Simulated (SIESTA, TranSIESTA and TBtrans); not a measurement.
## Fe chain with one bond stretched by 0.6 Å

Device: Fe chain with one bond stretched by 0.6 Å. Leads: straight Fe chain, spacing 2.137 Å. Geometry: as built, not relaxed.

Computed with TranSIESTA and TBtrans, PBE, DZP numerical orbitals (energy shift 0.15 eV), PseudoDojo norm-conserving scalar-relativistic potentials, mesh cutoff 200 Ry, 300 K, spin-polarised (collinear), no spin-orbit coupling; self-consistent non-equilibrium Green functions.

```
Property                                                       Result
-------------------------------------------------------------  ------
Conductance at 300 K (G0 = 2e²/h)                                1.24
Thermopower (μV/K)                                               -3.4
Mean T from −0.5 to 0.5 eV                                       1.32
Spin polarisation of the conductance, (up − down)/(up + down)   -0.20
```

Energies count from the leads' Fermi level. Transmissions are for each spin. The energy step is 0.01 eV; narrower resonances are cut or missed.

```
E (eV)  T up  T down  lead channels up       down
------  ----  ------  ----------------  ---------
-1.95   1.65    0.88                 4          1
-1.80   1.56    0.90                 4          1
-1.65   1.49    0.92                 4          1
-1.50   1.43    0.98                 4          3
-1.35   1.38    0.95                 4          3
-1.20   1.33    0.97                 4  band edge
-1.05   1.22    1.07                 4          4
-0.90   1.00    1.20                 1          4
-0.75   1.00    1.31                 1          4
-0.60   1.00    1.35                 1          4
-0.45   1.00    1.36                 1          4
-0.30   1.00    1.37                 1          4
-0.15   1.00    1.41                 1          4
0.00    1.00    1.48                 1          4
0.15    1.00    2.67                 1  band edge
0.30    1.00    1.81                 1  band edge
0.45    1.00    2.11                 1          6
0.60    1.00    2.08                 1          6
0.75    1.00    2.15                 1  band edge
0.90    1.00    2.20                 1          4
1.05    2.47    2.23                 3          4
1.20    2.59    2.27                 3          4
1.35    2.61    2.30                 3          4
1.50    2.62    1.22                 3          2
1.65    2.63    1.10                 3          2
1.80    2.64    1.06                 3          2
1.95    2.67    1.01                 3          2
```

The magnetic order of the leads was set by the start, and no other order was tried; the separate lead runs end at 3.32 (left) and 3.32 (right) μB an atom. The straight chain is held at its spacing; free chains may zigzag or dimerise.
